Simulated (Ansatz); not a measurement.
Results of PBEsol-D3(BJ) (plane waves, PAW; Ansatz, a quantum-chemistry and plane-wave program) for AlB2-type TiB₂.

Settings: plane-wave cutoff 520 eV, 24×24×18 k mesh (along the axes of the cell as run), Fermi–Dirac smearing 0.05 eV, no spin polarisation, scalar-relativistic PAW data made under PBE.

Energies at three volumes about the minimum:

```
V (Å³/atom)  E − E_lowest (meV/atom)
-----------  -----------------------
7.977                           2.92
8.140                           0.00
8.303                           2.73
```

Task: Fit a parabola by hand: where is the minimum, and what is the bulk modulus?

Result: Slopes: (0.00 − 2.92)/(8.140 − 7.977) = -17.914 and (2.73 − 0.00)/(8.303 − 8.140) = 16.748 meV/Å³. Curvature E″ = 2 × (16.748 − (-17.914))/(8.303 − 7.977) = 212.650 meV/Å⁶. From the middle of the first interval, the slope vanishes at V0 = 8.0585 − (-17.914)/212.650 = 8.143 Å³/atom. B = V0 E″ = 8.143 × 212.650 meV/Å³ × 0.1602 GPa per meV/Å³ = 277 GPa. The full Birch–Murnaghan fit to all volumes gives V0 = 8.140 Å³/atom and B0 = 278 GPa.

Shape and atoms are relaxed at each volume.

Measured, for comparison: bulk modulus 240 GPa (room temperature, no zero-point or thermal correction, our sources range from 233 to 250; as tabulated in Synthesis of Binary Transition Metal Nitrides, Carbides and Borides from the …). Computed (rounded) less measured: bulk modulus +16 % (+11 % to +19 % over the range).

Note: the bulk modulus comes from volumes at which shape and atoms were relaxed.
